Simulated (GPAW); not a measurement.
**GPAW run on Pb (Fm-3m, 1 atom in the cell): self-consistent single point**

Computed with PBE, GPAW PAW datasets PBE (gpaw-data 1.0.1) (plane waves; GPAW).

This input was run:

```python
from ase import Atoms
from ase.units import GPa
from gpaw import GPAW, PW, FermiDirac

atoms = Atoms(['Pb'],
              cell=[[0.000000, 2.523195, 2.523195],
                    [2.523195, 0.000000, 2.523195],
                    [2.523195, 2.523195, 0.000000]],
              scaled_positions=[[0.000000, 0.000000, 0.000000]],
              pbc=True)

calc = GPAW(mode=PW(550),
            xc='PBE',
            kpts=(11, 11, 11),
            occupations=FermiDirac(0.05),
            nbands=-9,
            symmetry={'symmorphic': False, 'tolerance': 0.0005},
            maxiter=120,
            txt='-')

atoms.calc = calc

energy = atoms.get_potential_energy()
print('Energy (eV):', round(energy, 6))
forces = atoms.get_forces()
print('Forces (eV/Ang):')
print(forces.round(5))
stress = atoms.get_stress()
print('Stress (GPa, Voigt):', (stress / GPa).round(4))
```

Output, abridged:

```
Input parameters:
  kpts: [11 11 11]
  maxiter: 120
  mode: {ecut: 550.0,
         name: pw}
  nbands: -9
  occupations: {fixmagmom: False,
                name: fermi-dirac,
                width: 0.05}
  symmetry: {symmorphic: False,
             tolerance: 0.0005}
  xc: PBE

species:
  Pb:
    name: Lead
    Z: 82.0
    valence: 14
    core: 68
    charge: 0.0
    file: Pb.PBE.gz

    # Using partial waves for Pb as LCAO basis

Reference energy: -567274.463364  # eV

Spin-paired calculation

Convergence criteria:
 Maximum [total energy] change in last 3 cyles: 0.0005 eV / valence electron
 Maximum integral of absolute [dens]ity change: 0.0001 electrons / valence electron
 Maximum integral of absolute [eigenst]ate change: 4e-08 eV^2 / valence electron
 Maximum number of scf [iter]ations: 120

Symmetries present (total): 48
Symmetries with fractional translations: 0
1331 k-points: 11 x 11 x 11 Monkhorst-Pack grid
56 k-points in the irreducible part of the Brillouin zone
       k-points in crystal coordinates                weights
   0:     0.00000000    0.00000000    0.00000000          1/1331
   1:     0.09090909    0.09090909    0.00000000          6/1331
   2:     0.09090909    0.09090909    0.09090909          8/1331
   [... 7 lines left out ...]
          ...
  55:     0.45454545    0.45454545    0.45454545          8/1331

Wave functions: Plane wave expansion
  Cutoff energy: 550.000 eV
  Number of coefficients (min, max): 926, 954
  Pulay-stress correction: 0.000000 eV/Ang^3 (de/decut=0.000000)

Occupation numbers: Fermi-Dirac:
  width: 0.0500  # eV

Eigensolver

Densities:
  Coarse grid: 20*20*20 grid
  Fine grid: 40*40*40 grid
  Total Charge: 0.000000

Density mixing:
  Method: separate
  Backend: pulay
  Linear mixing parameter: 0.05
  old densities: 5
  Damping of long wavelength oscillations: 50

Hamiltonian:
  XC and Coulomb potentials evaluated on a 40*40*40 grid
  External potential:
    NoExternalPotential

XC parameters: PBE with 2 nearest neighbor stencil

Number of atoms: 1
Number of atomic orbitals: 9
Number of bands in calculation: 16
Number of valence electrons: 14
Bands to converge: occupied

Density initialized from atomic densities
  9 bands from LCAO basis set
  7 bands from random numbers

Atomic positions and initial magnetic moments

Positions:
   0 Pb     0.000000    0.000000    0.000000    ( 0.0000,  0.0000,  0.0000)

Unit cell:
           periodic     x           y           z      points  spacing
  1. axis:    yes    0.000000    2.523195    2.523195    20     0.1457
  2. axis:    yes    2.523195    0.000000    2.523195    20     0.1457
  3. axis:    yes    2.523195    2.523195    0.000000    20     0.1457

  Lengths:   3.568337   3.568337   3.568337
  Angles:   60.000000  60.000000  60.000000

Effective grid spacing dv^(1/3) = 0.1590

     iter     time        total  log10-change:
                         energy   eigst   dens
iter:   1 --:--:--    -3.827700
iter:   2 --:--:--    -3.827859   -2.05  -1.81
iter:   3 --:--:--    -3.818993   -2.27  -1.84
iter:   4 --:--:--    -3.820481   -3.51  -2.46
iter:   5 --:--:--    -3.817267c  -3.26  -2.50
iter:   6 --:--:--    -3.816991c  -4.70  -2.96
iter:   7 --:--:--    -3.816848c  -5.53  -3.11
iter:   8 --:--:--    -3.816855c  -5.29  -3.31
iter:   9 --:--:--    -3.816653c  -4.16  -3.39
iter:  10 --:--:--    -3.816766c  -6.13  -2.81
iter:  11 --:--:--    -3.816855c  -4.62  -2.86
iter:  12 --:--:--    -3.816857c  -5.90  -4.33c
iter:  13 --:--:--    -3.816857c  -7.21  -4.60c
iter:  14 --:--:--    -3.816857c  -7.72c -4.85c

Converged after 14 iterations.

Dipole moment: (-0.000000, -0.000000, -0.000000) |e|*Ang

Energy contributions relative to reference atoms: (reference = -567274.463364)

Kinetic:         +7.158164
Potential:       -7.535862
External:        +0.000000
XC:              -3.441562
Entropy (-ST):   -0.002924
Local:           +0.003866
SIC:             +0.000000
--------------------------
Free energy:     -3.818319
Extrapolated:    -3.816857

Showing only first 2 kpts
 Kpt  Band  Eigenvalues  Occupancy
  0     5     -4.34752    2.00000
  0     6     13.90495    0.00000
  0     7     13.90495    0.00000
  0     8     13.90495    0.00000

  1     5     -4.14796    2.00000
  1     6     12.70093    0.00000
  1     7     13.13052    0.00000
  1     8     13.13052    0.00000

Fermi level: 6.98512

No gap
No difference between direct/indirect transitions
Energy (eV): -3.816857

Forces in eV/Ang:
  0 Pb    0.00000   -0.00000   -0.00000

Stress tensor:
     0.003833    -0.000000    -0.000000
    -0.000000     0.003833    -0.000000
    -0.000000    -0.000000     0.003833
Stress (GPa, Voigt): [ 0.6141  0.6141  0.6141 -0.     -0.     -0.    ]
```

The run converged in 14 iterations. GPAW prints stress with tension positive.

The starting cell comes from a database of computed structures (which also holds hypothetical and non-ambient phases and stackings), without a prior relaxation at this level. Its lattice was rescaled by a random factor within 2.5 % of one. Spin-orbit coupling is off.
